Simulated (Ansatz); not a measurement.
**What each level gives and costs: Rb2CuBiF6 (Fm-3m, 10 atoms in the cell)**

Cell: a = 6.3970 Å, b = 6.3970 Å, c = 6.3970 Å, α = 60.00°, β = 60.00°, γ = 60.00°.

Program: Ansatz (a program for electronic structure), default PAW files made with PBE; each row names its functional.

Base settings: basis.ecutwfc = 420 eV; kpoints.mp_grid.grid = 3 3 3; hamiltonian.xc = pbe0; hamiltonian.pseudopotentials = {kind: paw} (the program's default PAW files); scf.occupations.method = fixed.

Differences are taken from PBE0, a reference of convenience: it is no measurement, and no ranking of the functionals follows.

Core times come from one kind of shared machine and are given to one figure; runs under 30 s give none.

The starting cell comes from a database of computed structures (which also holds hypothetical and non-ambient phases and stackings), without a prior relaxation at this level. Spin-orbit coupling is off. Ansatz's pressure includes its estimate of the finite-basis (Pulay) stress. Another mesh or the band path of this cell gives a smaller gap, so this value is not converged in the mesh.

```csv
level,gap on the mesh less reference (eV),pressure less reference (GPa),largest difference in the force on any atom (eV/Å),core time / reference (rough)
PBEsol,-2.387,-1.10,0.465,–
HSE06,-0.739,0.07,0.006,1
PBE0,0.000,0.00,0.000,1
```

Keys are those of Ansatz 0.2.
